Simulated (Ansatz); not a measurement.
Consider Fe in the bcc (W type) structure (space group Im-3m, No. 229; ferromagnetic).

```
CELL_PARAMETERS angstrom
     -1.43226     1.43226     1.43226
      1.43226    -1.43226     1.43226
      1.43226     1.43226    -1.43226
ATOMIC_POSITIONS crystal
  Fe 0.00000 0.00000 0.00000
```

Cartesian axes are those of the cell as printed.

Computed with r2SCAN (Ansatz, a quantum-chemistry and plane-wave program, PAW, no SOC).

For the base:

```
Property                               Value
-----------------------------  -------------
Largest site moment                  2.79 μB
Shortest interatomic distance        2.481 Å
Magnetic state                 ferromagnetic
```

It is then changed as follows: a free-standing slab of 6 layers (6 atoms, 1 a layer) is cut normal to [110], with 15 Å of vacuum and the in-plane cell held at bulk.

Task: What does the calculation give for the excess energy per area of both faces after the change?

Result: The excess energy per area of both faces (slab less bulk energy over the cell's area: twice a surface energy) comes out as 5.1 J/m² (uncertain by up to 0.2 J/m²).

Task: What happens to the largest site moment?

Result: The largest site moment increases by 0.15 μB (2.79 μB → 2.94 μB).

Task: Predict the new change of the spacing d23 from its bulk value of 2.026 Å.

Result: The change of the spacing d23 from its bulk value of 2.026 Å is -0.1 %.

Task: How does this affect the shortest interatomic distance?

Result: The shortest interatomic distance shrinks by 0.0254 Å (2.481 Å → 2.455 Å).

Task: What does the calculation give for the magnetic state after the change?

Result: The magnetic state remains ferromagnetic.

Other magnetic orders, which the real material may have, were not ruled out. Slab and bulk use different k-meshes, which limits the precision of the excess energy. No phonon test of stability was made.
